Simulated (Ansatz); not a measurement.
We consider Be₃N₂ (R3m, No. 160, 5 atoms in the cell; start mp-1070456; a measured phase of this formula has another space group), described by PBEsol (Ansatz, a program for electronic structure, PAW).

Run with plane-wave cutoff 520 eV, 14×14×14 k mesh, Fermi–Dirac smearing 0.01 eV, scalar-relativistic PAW data made under PBE.

The cell is the one relaxed with PBEsol. Conventional cell: a = 2.8351 Å, b = 2.8351 Å, c = 14.5583 Å, α = 90.00°, β = 90.00°, γ = 120.00°.

```
CELL_PARAMETERS angstrom
      1.41757     0.81843     4.85276
     -1.41757     0.81843     4.85276
      0.00000    -1.63687     4.85276
ATOMIC_POSITIONS crystal
  Be 0.14107 0.14107 0.14107
  Be 0.68236 0.68236 0.68236
  Be 0.91111 0.91111 0.91111
  N  0.79582 0.79582 0.79582
  N  0.29155 0.29155 0.29155
```

Problem. List the 10 lowest band energies at Γ above −25 eV (eV, relative to the valence band maximum), grouping those that round alike.

Solution. At Γ: -16.47, -14.24, -7.67, -1.20 (×2), -0.45, 0.00 (×2), 6.01, 7.79.

A start named mp-… is a Materials Project structure, which need not be a measured phase.
